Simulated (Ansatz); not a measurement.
**Band gap (eV)**

Cell A: GaN (zinc blende, F-43m), 2 atoms in the cell, k-point mesh 14×14×14 on the run's own vectors. Conventional cell: a = b = c = 4.549 Å, α = β = γ = 90.00°.

Cell B: GaN (wurtzite, P6₃mc), 4 atoms in the cell, k-point mesh 12×12×8 on the run's own vectors. Conventional cell: a = b = 3.2184 Å, c = 5.2432 Å, α = β = 90.00°, γ = 120.00°.

All numbers come from Ansatz (a quantum-chemistry and plane-wave program), plane waves with PAW, its default PAW set, cutoff 420 eV, 500 eV for r2SCAN. The structures are at rest with PBE; other levels are single points on them. HSE06 runs on coarser k-point meshes, which give the PBE gaps of the finer ones within 0.03 eV. Neutral cells; Fermi-Dirac smearing of at most 0.05 eV in the solids, energies taken to zero width. The lattices are those relaxed with PBE, so at other levels the solids can be strained, which adds to the spread. The runs are scalar-relativistic, without spin-orbit coupling. A dispersion term ran beside these levels; it doesn't touch the electrons. Gaps are highest filled to lowest empty Kohn-Sham level on the run's k-point mesh, states of defects and surfaces included; edges off the mesh make the true gap smaller, and under 0.08 eV counts as none.

```tsv
cell	PBE	r2SCAN	HSE06
A	1.54 (direct)	1.94 (direct)	2.75
B	1.71 (direct)	2.12 (direct)	___
```

Question: Some entries are withheld; supply them.

Answer: 
- B, HSE06: 2.94
